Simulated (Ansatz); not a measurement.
The parent structure is MgO in the rock salt structure (space group Fm-3m, No. 225; a = 4.1592 Å). Axes: x, y, z lie along the cube axes.

Computed with Ansatz (an electronic-structure program) LDA, without spin-orbit coupling.

Base values:

- Band gap: 5.03 eV

Perturbation: biaxial strain +0.50 %, plane normal [001], relaxed out of plane (Cartesian); in-plane vectors clamped, the third vector and the atoms free.

**Question.** How does this affect the out-of-plane strain?

**Answer.** The out-of-plane strain amounts to -0.29 %.

**Question.** Predict the new in-plane stress.

**Answer.** The mean in-plane stress (compression positive) comes out as -1.8 GPa.

**Question.** Estimate the effect on the band gap.

**Answer.** The band gap falls by 0.078 eV (5.03 eV → 4.96 eV).

Stability against distortions was not tested.
